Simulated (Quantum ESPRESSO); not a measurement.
A self-consistent single point of YSb (Pm-3m, 2 atoms in the cell) with Quantum ESPRESSO.

Method: rVV10, GBRV 1.5 ultrasoft (PBE) pseudopotentials (plane waves; Quantum ESPRESSO 7.5).

```
YSb
1.0
    3.73478     0.00000     0.00000
    0.00000     3.73478     0.00000
    0.00000     0.00000     3.73478
Y Sb
1 1
Direct
  0.00000   0.00000   0.00000
  0.50000   0.50000   0.50000
```

Reference input (self-consistent single point, DFT, PBEsol, plane waves, GBRV 1.5 ultrasoft (PBESOL) pseudopotentials): ecutwfc = 40 Ry; ecutrho = 320 Ry; occupations = smearing; smearing = cold; degauss = 0.0073499 Ry; potentials = {Y: y_pbesol_v1.4.uspp.F.UPF, Sb: sb_pbesol_v1.4.uspp.F.UPF}; K_POINTS = automatic 6 6 6 0 0 0; conv_thr = 1e-10 Ry. This run's input differs from it in these lines:

```diff
@@ -17,2 +17,3 @@
     degauss = 0.0073499,
+    input_dft = 'rvv10',
 /
@@ -22,4 +23,4 @@
 ATOMIC_SPECIES
-Y     88.9058  y_pbesol_v1.4.uspp.F.UPF
-Sb   121.7600  sb_pbesol_v1.4.uspp.F.UPF
+Y     88.9058  y_pbe_v1.4.uspp.F.UPF
+Sb   121.7600  sb_pbe_v1.4.uspp.F.UPF
 ATOMIC_POSITIONS bohr
```

Output (repeated stretches shortened):

```
     Self-consistent Calculation

     iteration #  1     ecut=    40.00 Ry     beta= 0.70

     total energy              =    -278.12033669 Ry
     estimated scf accuracy    <       0.40260658 Ry

     iteration #  2     ecut=    40.00 Ry     beta= 0.70

     total energy              =    -278.23189522 Ry
     estimated scf accuracy    <       0.03097750 Ry

     iteration #  3     ecut=    40.00 Ry     beta= 0.70

     total energy              =    -278.23905932 Ry
     estimated scf accuracy    <       0.00736049 Ry

   [... 6 blocks of this kind left out ...]

     iteration # 10     ecut=    40.00 Ry     beta= 0.70

     total energy              =    -278.24108542 Ry
     estimated scf accuracy    <          1.8E-10 Ry

     iteration # 11     ecut=    40.00 Ry     beta= 0.70
     End of self-consistent calculation

     the Fermi energy is    12.6347 ev

!    total energy              =    -278.24108542 Ry
     estimated scf accuracy    <          1.7E-11 Ry
     smearing contrib. (-TS)   =      -0.00020439 Ry
     internal energy E=F+TS    =    -278.24088103 Ry

     convergence has been achieved in  11 iterations

     Forces acting on atoms (cartesian axes, Ry/au):

     atom    1 type  1   force =     0.00000000    0.00000000    0.00000000
     atom    2 type  2   force =     0.00000000    0.00000000    0.00000000

     Total force =     0.000000     Total SCF correction =     0.000000

          total   stress  (Ry/bohr**3)                   (kbar)     P=       50.73
   0.00034484   0.00000000   0.00000000           50.73        0.00        0.00
   0.00000000   0.00034484   0.00000000            0.00       50.73        0.00
   0.00000000   0.00000000   0.00034484            0.00        0.00       50.73

   JOB DONE.
```

The run converged in 11 iterations. Against the reference run the pressure goes from 0.76 to 5.07 GPa.

The starting cell comes from a database of computed structures (which also holds hypothetical and non-ambient phases and stackings), without a prior relaxation at this level. Its lattice was rescaled by a random factor within 2.5 % of one. With a pressure of about 5 GPa the cell is away from its equilibrium volume at this level.

Cost on one core of a shared machine: roughly 40 s.
